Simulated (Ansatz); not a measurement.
Take Ag in the fcc (Cu type) structure (space group Fm-3m, No. 225; relaxed with 0.1 eV smearing) as the base.

```
Ag
1.0
    0.00000     2.02691     2.02691
    2.02691     0.00000     2.02691
    2.02691     2.02691     0.00000
Ag
1
Direct
  0.00000   0.00000   0.00000
```

Cartesian axes are those of the cell as printed.

Level of theory: DFT with PBEsol, PAW potentials and a 420 eV plane-wave cutoff in Ansatz (a quantum-chemistry and plane-wave program), spin-orbit coupling left out.

Base values:

- Volume per atom = 16.65 Å³

Perturbation: tensile biaxial strain of 2.50 % in the plane normal to [111], as in epitaxy on a mismatched substrate; the out-of-plane cell vector and the atoms relax.

Task: How does this affect the energy relative to the base and volume per atom?

Result: The energy grows by 12 meV/atom; the volume per atom goes up by 0.47 Å³ (16.65 Å³ → 17.12 Å³).

No phonon test of stability was made.
